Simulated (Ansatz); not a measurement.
Stishovite (SiO2), treated with PBE (Ansatz, an electronic-structure program, plane waves, PAW).

Numerical settings: plane-wave cutoff 520 eV, 8×8×12 k mesh (along the axes of the cell as run), Fermi–Dirac smearing 0.01 eV, scalar-relativistic PAW data made under PBE.

Shape and atoms are relaxed at each volume.

The direct gap at Γ against volume; x = 100 ln(V/8.047 Å³). One gap is withheld.

```tsv
V (Å³/atom)	x	gap (eV)
7.725	-4.08	5.658
7.886	-2.02	5.338
8.047	0.00	5.041
8.208	1.98	4.768
8.369	3.92	?
```

Q: Fit a straight line to the rows shown, give the volume deformation potential and predict the withheld gap.

A: Means of the 4 rows: x̄ = -1.030, ȳ = 5.2012 eV. Σ(x − x̄)(y − ȳ) = -2.9976 and Σ(x − x̄)² = 20.404, so the slope is -0.1469 eV per unit of x, and dE_g/d ln V = -14.7 eV. At x = 3.92: 5.2012 + (-0.1469) × (3.92 − (-1.030)) = 4.474 eV. The run gives 4.522 eV, 0.048 eV above the line, as the curve bends the same way over all rows.
